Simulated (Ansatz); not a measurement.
B vacancy (V_B) in zinc-blende BN (start: the B site; 64-site cell, 2×2×2 shifted sampling), charge −3. Computed with PBE, PAW (plane waves to 420 eV; Ansatz, an electronic-structure program).

```yaml
total_energy_of_the_defect_cell: -17153.5093 eV
total_energy_of_the_perfect_cell: -17352.8293 eV
"μ(B) in alpha boron, atoms added −1": -155.9144 eV
"Δμ(B), B-rich": 0.000 eV
valence-band maximum on the cell's zero: 11.049 eV
image_correction_with_alignment: 3.894 eV
fermi_level_above_the_maximum: 3.70 eV
```

Task: Work out the formation energy.

Result: E_f = E(defect) − E(perfect) − Σ n μ + q (E_VBM + E_F) + E_corr = 199.320 − (155.914) + (-44.247) + (3.894) = 3.05 eV.
